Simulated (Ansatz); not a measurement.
An Ansatz (a quantum-chemistry and plane-wave program) input (LDA (Ansatz), spin-orbit coupling left out):

Ansatz 0.2 input:
```yaml
crystal:
  lattice:
    - [0, 3.1174128639, 3.0862387353]
    - [3.1174128639, 0, 3.0862387353]
    - [3.1174128639, 3.1174128639, 0]
  atoms:
    - { symbol: Sn, position: [0, 0, 0] }
    - { symbol: Te, position: [0.5, 0.5, 0.5] }
basis: { ecutwfc: 420, ecutrho_ratio: 4, xc_grid: 2, fft_grid_basis: typed }
kpoints: { mp_grid: { grid: [9, 9, 9] } }
hamiltonian:
  xc: lda
  dispersion: none
  pseudopotentials: { kind: paw }
scf: { occupations: { method: fermi_dirac, width: 0.05 }, convergence: { dr2_threshold: 0.0000000002 } }
relax: { f_tol: 0.005, max_steps: 50 }
output: { forces: true, stress: true }
checkpoint: { write: state.ck, write_every: 1000 }
```

Q: Which symmetry and how many k-points will the program report, and about how many plane waves at Γ?

A: Space group I4/mmm (ITA 139) with 16 operations, k-points 75 of 729, and 1211 plane waves at Γ.

Q: And the final pressure?

A: 0.53 GPa (compression positive).

The cells carry an imposed strain or load. Whether these cells are dynamically stable was not tested. The cell was made from SnTe in the rock salt structure (space group Fm-3m, No. 225) by this change: uniaxial strain ε_zz = −1.00 %.
